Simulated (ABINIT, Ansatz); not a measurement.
An Ansatz (a first-principles code) input for a self-consistent single point of GaN (P6_3mc, 4 atoms in the cell) (DFT, PBE, plane waves, default PAW files):

Ansatz 0.2 input:
```yaml
# GaN
crystal:
  lattice:
    - [3.120368, 0.000000, 0.000000]
    - [-1.560184, 2.702318, 0.000000]
    - [0.000000, 0.000000, 5.080724]
  atoms:
    - { symbol: Ga, position: [0.666667, 0.333333, 0.499080] }
    - { symbol: Ga, position: [0.333333, 0.666667, 0.999080] }
    - { symbol: N, position: [0.666667, 0.333333, 0.875920] }
    - { symbol: N, position: [0.333333, 0.666667, 0.375920] }
kpoints:
  mp_grid:
    grid: [10, 10, 5]
hamiltonian:
  xc: pbe
  pseudopotentials:
    kind: paw
scf:
  occupations:
    method: fixed
output:
  forces: true
  eigenvalues: true
  stress: true
```

Translate this input to ABINIT.

This is the input that was run; spellings and numerical settings could be chosen otherwise.

```
# GaN, JTH v2.0 PBE PAW
pp_dirpath "./"
pseudos "Ga.GGA_PBE-JTH.xml, N.GGA_PBE-JTH.xml"
acell 3*1.0
rprim
         5.8966409748   -0.0000000108    0.0000000000
        -2.9483204780    5.1066408866    0.0000000000
         0.0000000000    0.0000000000    9.6011768748
natom 4
ntypat 2
znucl 31 7
typat 1 1 2 2
xred
         0.6666666667    0.3333333333    0.4990800000
         0.3333333333    0.6666666667    0.9990800000
         0.6666666667    0.3333333333    0.8759200000
         0.3333333333    0.6666666667    0.3759200000
ecut 26 Ha
pawecutdg 52 Ha
pawxcdev 0
occopt 1
nband 22
kptopt 1
ngkpt 10 10 5
nshiftk 1
shiftk 0 0 0
nstep 80
tolvrs 1.0e-10
diemac 12
prtwf 0
prtden 0
prtvol 1
enunit 2
```

Basis, cutoffs, solver keys and any potentials are the target program's own. This input uses DFT, PBE, plane waves, PAW (JTH v2.0 PBE PAW).

The starting cell comes from a database of computed structures (which also holds hypothetical and non-ambient phases and stackings), without a prior relaxation at this level. Its lattice was rescaled by a random factor within 2.5 % of one.
